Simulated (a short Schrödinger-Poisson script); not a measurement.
System: MOS inversion layer, SiO2 on p-type Si(100), at 300 K.

From the gate side: 1.8 nm SiO2; 1000 nm Si, acceptors 1.7e17 cm⁻³.

Constants are typed, rounded textbook-type inputs, not results; the design itself was drawn at random and stands for no fabricated device. SiO2: permittivity 3.9, conduction-band edge (eV) 3.15, gap (eV) 9, electron mass (mₑ) 0.5. Si: permittivity 11.7, conduction-band edge (eV) 0, gap (eV) 1.124, Nv at 300 K (cm⁻³) 3.1e19.

Channel valleys (confinement mass, in-plane density-of-states mass, number): Δ2 0.916, 0.19, 2; Δ4 0.19, 0.417, 4. At the gate the conduction-band edge of layer 1 lies 3.25 eV − eVg above the Fermi level of the channel; the field vanishes at the back. Gaps are held at their typed values at every temperature. Mesh 0.03 nm at interfaces.

From a short Schrödinger-Poisson script (our own, NumPy): 1D Poisson equation in equilibrium, electrons quantum, Hartree (BenDaniel-Duke, 12 states a valley, the channel's in-plane mass for all, wave functions ending at the dielectric), parabolic valleys, classical holes, full ionisation, no traps, pinning or gate leakage.

```
Vg (V)  electrons (cm⁻²)  C (μF/cm²)  Δ2 E0 (meV from the Fermi level)  Δ4 E0 (meV from the Fermi level)
------  ----------------  ----------  --------------------------------  --------------------------------
0.05              1.75e9       0.133                             221.3                             262.0
0.1               9.68e9       0.169                             176.4                             218.0
0.15             4.79e10       0.326                             134.4                             177.0
0.2              1.71e11       0.644                             100.5                             144.7
0.25             4.02e11       0.925                              77.1                             123.4
0.3              7.11e11        1.10                              60.8                             109.6
0.35             1.07e12        1.21                              48.7                             100.0
0.4              1.45e12        1.28                              39.1                              93.0
0.45             1.85e12        1.33                              31.1                              87.5
0.5              2.27e12        1.37                              24.2                              83.1
0.55             2.70e12        1.40                              18.1                              79.5
0.6              3.14e12        1.42                              12.6                              76.3
0.65             3.59e12        1.44                               7.6                              73.6
0.7              4.04e12        1.46                               3.0                              71.2
0.75             4.50e12        1.48                              -1.4                              69.0
0.8              4.96e12        1.49                              -5.5                              67.1
0.85             5.43e12        1.50                              -9.4                              65.3
0.9              5.90e12        1.51                             -13.1                              63.6
```

Gate voltages with under 1e9 electrons/cm² are left out.

**Question.** At Vg = 0.9 V the lowest Δ2 subband lies at -13.1 meV from the Fermi level. How many electrons does it hold, and what share of all?

**Answer.** The two-dimensional density of states is g m/(πħ²) = 1.59e11 cm⁻² meV⁻¹ (both spins), kT = 25.9 meV, so n = D kT ln(1 + exp(−E/kT)) = 4.01e12 cm⁻², 0.68 of the 5.90e12 cm⁻² in all.

**Question.** Compare the slope of the sheet density between 0.8 and 0.9 V with the geometric capacitance of the layers between gate and channel.

**Answer.** q Δn/ΔV = 1.51 μF/cm²; ε0/Σ(t/ε) = 1.92 μF/cm². The ratio is 0.79: the channel acts as a further capacitance in series.
